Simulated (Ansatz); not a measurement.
# CsCl-type PdIn

All values below come from BLYP (Ansatz, an electronic-structure program, PAW).

Numerical settings: plane-wave cutoff 520 eV, 18×18×18 k mesh, Fermi–Dirac smearing 0.05 eV, scalar-relativistic PAW data made under PBE.

Cell (relaxed at this level):

InPd has the cubic space group Pm-3m (No. 221), the CsCl type structure, Pearson symbol cP2. Cell: a = 3.391 Å, b = 3.391 Å, c = 3.391 Å, α = 90.00°, β = 90.00°, γ = 90.00°. In on 1b has 8 Pd at 2.936 Å and 6 In at 3.391 Å. Pd on 1a has 8 In at 2.936 Å and 6 Pd at 3.391 Å. (Neighbours: up to the widest gap in distance over summed covalent radii, below 1.35, at either atom.)

bulk modulus: 82.4 GPa
band gap: zero (no gap)
pressure derivative B′ of the bulk modulus: 5.4

Note: the cell is over a tenth larger than the published one: the level's own overestimate first of all, though another phase or state, or a fault of the published cell, is possible.

Spin–orbit coupling is not included.

Static lattice: no zero-point or thermal effects.

It cost around 2.4 core-minutes (rough) of CPU time.
